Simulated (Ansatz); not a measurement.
A self-consistent single point of BaMg₃ (Pmm2, 4 atoms in the cell) with Ansatz (an electronic-structure program).

Computed with LDA (PW92), PAW files made with PBE (plane waves; Ansatz).

The change in words: lattice scaled by 0.98. Reference geometry:
```
BaMg3
1.0
    3.63340     0.00000     0.00000
    0.00000     5.19982     0.00000
    0.00000     0.00000     6.71728
Ba Mg
1 3
Direct
  0.00000   0.00000   0.15934
  0.50000   0.00000   0.65900
  0.50000   0.50000   0.40545
  0.00000   0.50000   0.77620
```

Reference input (self-consistent single point, DFT, LDA (PW92), plane waves, PAW files made with PBE): kpoints.mp_grid.grid = 7 5 4; hamiltonian.xc = lda; hamiltonian.pseudopotentials = {kind: paw} (the program's default PAW files); scf.occupations.method = gaussian; scf.occupations.width = 0.1 eV. This run's input differs from it in these lines:

```diff
@@ -2,5 +2,5 @@
   lattice:
-    - [3.633400, 0.000000, 0.000000]
-    - [0.000000, 5.199816, 0.000000]
-    - [0.000000, 0.000000, 6.717283]
+    - [3.560732, 0.000000, 0.000000]
+    - [0.000000, 5.095820, 0.000000]
+    - [0.000000, 0.000000, 6.582937]
   atoms:
```

Output (repeated stretches shortened):

```
SCF iter   1: F=—  HF=-11485.611705 eV  |F-HF|=—  |Δ(HF+E_count)|=         —  Δρ=3.11e-2  dr2=7.09e0  ethr=3.10e-3  ⟨swp⟩=7.5  Hψ=4544  notcnv=0
all-band conjugate gradients solve this SCF's bands
preconditioner: auto → Kerker (q_TF=auto, 2.274 Å⁻¹)
SCF iter   2: F=—  HF=-11484.656318 eV  |F-HF|=—  |Δ(HF+E_count)|=   9.55e-1  Δρ=1.69e-2  dr2=2.19e0  ethr=3.10e-3  ⟨swp⟩=3.0  Hψ=1422  notcnv=0
   [... lines left out ...]
SCF iter   5: F=—  HF=-11484.198374 eV  |F-HF|=—  |Δ(HF+E_count)|=   8.85e-4  Δρ=2.55e-4  dr2=1.79e-4  ethr=9.25e-6  ⟨swp⟩=2.2  Hψ=1227  notcnv=0
SCF iter   6: F=—  HF=-11484.198337 eV  |F-HF|=—  |Δ(HF+E_count)|=   3.69e-5  Δρ=5.03e-5  dr2=3.38e-6  ethr=4.48e-7  ⟨swp⟩=2.0  Hψ=1489  notcnv=0
SCF iter   7: F=—  HF=-11484.198334 eV  |F-HF|=—  |Δ(HF+E_count)|=   2.94e-6  Δρ=1.46e-5  dr2=2.70e-7  ethr=8.45e-9  ⟨swp⟩=2.0  Hψ=1440  notcnv=0
SCF iter   8: F=-11484.198334 eV  HF=-11484.198334 eV  |F-HF|=1.48e-8  |Δ(HF+E_count)|=   1.98e-8  Δρ=4.23e-6  dr2=2.79e-8  ethr=2.50e-10  ⟨swp⟩=6.7  Hψ=4360  notcnv=0
SCF 1 converged in 8 iterations: F = -11484.198334 eV  dr2 = 2.79e-8
Free energy (F): -11484.198334 eV
Internal energy: -11484.184028 eV  (E = F + TS)
E sigma→0 (E₀):  -11484.191181 eV
Entropy (-TS):   -0.014307 eV (-3.577 meV/atom)
Fermi energy:    6.111788 eV
--- Forces (eV/Å), atoms counted from 1 ---
  atom   1  Ba     0.00000000     0.00000000    -0.03487756
  atom   2  Mg     0.00000000     0.00000000    -0.00369353
  atom   3  Mg     0.00000000     0.00000000    -0.05185945
  atom   4  Mg     0.00000000     0.00000000     0.09048124
--- Stress (GPa, compression-positive) ---
       -0.552475       0.000000       0.000000
        0.000000       0.573699       0.000000
        0.000000       0.000000       0.288300
  P = ⅓ Tr σ = 0.1032 GPa (1.032 kbar)
  The stress holds the Pulay correction. Without it, at fixed plane waves, as pw.x and ABINIT print it: P = 0.0954 GPa
```

The run converged in 8 iterations. Against the reference run the free energy goes down by 6.9 meV/atom, the pressure goes from -1.22 to 0.10 GPa and the largest force goes from 0.027 to 0.090 eV/Å.

The starting cell comes from a database of computed structures (which also holds hypothetical and non-ambient phases and stackings), without a prior relaxation at this level. Its lattice was rescaled by a random factor within 2.5 % of one. For this run, on top of that: lattice scaled by 0.98. Ansatz's pressure includes its estimate of the finite-basis (Pulay) stress.

Keys are those of Ansatz 0.2.
